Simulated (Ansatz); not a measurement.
We consider Cu (P6₃/mmc, No. 194, 4 atoms in the cell; start mp-989695; another form than the element's usual one), described by PBEsol in Ansatz (PAW).

Numerical settings: plane-wave cutoff 520 eV, 24×24×8 k mesh (along the axes of the cell as run), Fermi–Dirac smearing 0.05 eV, no spin polarisation, scalar-relativistic PAW data made under PBE.

Cell (relaxed at this level):

```xyz
4
Lattice="2.5192 0.0000 0.0000 -1.2596 2.1817 0.0000 0.0000 0.0000 8.2357" Properties=species:S:1:pos:R:3 pbc="T T T"
Cu     0.0000     0.0000     0.0000
Cu     0.0000     0.0000     4.1179
Cu     0.0000     1.4545     2.0589
Cu     1.2596     0.7272     6.1768
```

Q: Give the computed bulk modulus B0.

A: 
- bulk modulus B0 = 168 GPa

Note: the run has no spin polarisation, so it can have missed a magnetic state; the bulk modulus is −V dP/dV from two relaxed cells at ±2 % in volume; the relaxation could not lower the start's symmetry, so the cell can be a saddle point above a distorted one.

A start named mp-… is a Materials Project structure, which need not be a measured phase.

Ansatz is a program for electronic structure.
